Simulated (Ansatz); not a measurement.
ZnAu: response to strain

Take ZnAu in the CsCl type structure (space group Pm-3m, No. 221; relaxed with 0.1 eV smearing) as the base.

```xyz
2
Lattice="3.1286 0.0000 0.0000 0.0000 3.1286 0.0000 0.0000 0.0000 3.1286" Properties=species:S:1:pos:R:3 pbc="T T T"
Zn     1.5643     1.5643     1.5643
Au     0.0000     0.0000     0.0000
```

Cartesian axes are those of the cell as printed.

Strains are applied to the cell and any free atomic positions relax; under biaxial strain the out-of-plane vector relaxes too.

The values are results of PBEsol (Ansatz, a quantum-chemistry and plane-wave program; PAW; 420 eV plane waves; no SOC), not measurements.

| biaxial strain, plane normal [111], relaxed out of plane (%) | out-of-plane strain (%) |
|---|---|
| -2.5 | 2.93 |
| -2.08 | 2.36 |
| -1.67 | ? |
| -1.25 | 1.32 |
| -0.83 | 0.85 |
| -0.42 | 0.42 |
| 0 | 0.00 |

Task: Fit ε⊥ = −νε + γε² (strains in %) to the rows shown and predict the withheld row.

Result: Least squares on the printed values gives ν = 0.95 (the biaxial Poisson response) and γ = 0.089 (largest residual 0.01 %); this predicts 1.83 %, and the run gives 1.83 %, in agreement.

No phonon test of stability was made.
